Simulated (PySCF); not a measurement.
PySCF 2.14.0, R2SCAN/def2-svpd, df: W(NH)(S)(Br)(NH2) ([NH]=[W]([NH2])(=[S])[Br]), 8 atoms. The geometry is a generated start, not checked to be a minimum at this level.

```json
{
 "task": "energy",
 "method": "r2scan",
 "basis": "def2-svpd",
 "two_electron_scheme": "density fitting",
 "mol.max_memory": "3000 MB",
 "mf.max_cycle": "100",
 "mf.init_guess": "minao (default)",
 "mf.DIIS": "CDIIS (default)",
 "mf.diis_space": "8 (default)",
 "mf.conv_tol": "1e-09 (default)",
 "mf.grids.level": "3 (default)",
 "effective_core_potentials": "those of the basis set, past Kr",
 "basis_functions": "167",
 "grid_points": "120840"
}
```

```xyz
8

W     -0.2600    -0.4065     0.2171
N      0.6391    -1.4182    -0.9298
H      1.2480    -2.0685    -1.4291
S      0.3158    -0.8617     2.2762
Br    -2.6039    -0.9180     0.0552
N      0.0905     1.5039    -0.0593
H      0.4836     2.0079    -0.8652
H      0.0868     2.1611     0.7349
```

Charge 0 and multiplicity 1 are set for this test and not shown to be the ground state.

One run each on 2 threads, 1 BLAS thread. Values of level_shift (Hartree) tried: 0 (default), 0.1, 0.3, 1.

Q: How does the count of Fock builds change with level_shift (Hartree), and where is it least?

A: Fewest Fock builds, within one of each other: 0 (default) with 15, 0.1 with 15. The count rises to 53 at 1. All converge to one solution.

```tsv
level_shift (Hartree)	Fock builds	end
0 (default)	15	same solution
0.1	15	same solution
0.3	18	same solution
1	53	same solution
```
